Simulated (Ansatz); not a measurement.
Consider MgO (space group P6_3/mmc, No. 194; a = 3.494 Å, c = 4.194 Å; a cell from a computed database, its experimental status unchecked). Axes: x lies along a and z along c of the hexagonal cell.

Now apply this change: biaxial strain +3.34 %, plane normal [001], relaxed out of plane (Cartesian); in-plane vectors clamped, the third vector and the atoms free.

Levels (all Ansatz, a first-principles code, PAW): PBEsol (420 eV, no SOC); r2SCAN (500 eV, without spin-orbit coupling); HSE06 (420 eV, spin-orbit coupling left out).

One geometry, relaxed with PBEsol, under each level:

| level | band gap | lowest conduction level above the VBM at special points | electron mass | hole mass | pressure |
|---|---|---|---|---|---|
| PBEsol | 3.12 eV | Γ 3.12 eV; A 6.19 eV; M 6.67 eV; K 6.93 eV | 0.38 mₑ out of plane, 0.32 mₑ in plane (at Γ) | 0.40 mₑ out of plane, 2.0 mₑ in plane (at Γ) | -4.75 GPa |
| r2SCAN | 3.87 eV | Γ 3.87 eV; A 6.95 eV; M 7.44 eV; K 7.69 eV | 0.41 mₑ out of plane, 0.34 mₑ in plane (at Γ) | 0.45 mₑ out of plane, 2.0 mₑ in plane (at Γ) | -5.86 GPa |
| HSE06 | 4.83 eV | Γ 4.83 eV; A 7.99 eV; M 8.49 eV | – | – | – |

Single points use the geometry relaxed with PBEsol. Their cutoffs differ, which shifts pressures a little. Masses are band curvatures over ±0.01 Å⁻¹ around the edge. Whether these cells are dynamically stable was not tested. This is not the structure that MgO has at room temperature and ambient pressure.
